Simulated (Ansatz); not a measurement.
The reference is CdSe in the zinc blende structure (space group F-43m, No. 216; a = 6.133 Å).

All numbers come from plane-wave PAW DFT at the r2SCAN level (Ansatz, a quantum-chemistry and plane-wave program, 500 eV), scalar-relativistic without spin-orbit coupling, earlier PAW set.

Before the change:

Electron mass: 0.093 mₑ (at Γ)
Width of the top valence band: 2.13 eV
Hole mass: 0.098, 0.70, 0.70 mₑ (at Γ)
Band gap: 1.03 eV

It is then changed as follows: a hydrostatic pressure of 5 GPa.

What happens to the electron mass?

The electron mass becomes 0.10 mₑ (at Γ) (base: 0.093 mₑ (at Γ)).

What does the calculation give for the width of the top valence band after the change?

The width of the top valence band grows by 0.36 eV (2.13 eV → 2.49 eV).

Predict the new hole mass.

The hole mass (degenerate bands, along [100]) becomes 0.11, 0.62, 0.62 mₑ (at Γ) (base: 0.098, 0.70, 0.70 mₑ (at Γ)).

How does this affect the band gap?

The band gap increases by 0.18 eV, from 1.03 eV to 1.21 eV.

Load acts through the strain it causes; cell and atoms are relaxed under it. Masses are band curvatures over ±0.01 Å⁻¹ around the edge. No phonon test of stability was made. Tetrahedral semiconductors of this kind turn to denser phases somewhere between about 1 and 50 GPa; those were not computed, so compressed cells here can lie past the real transition.
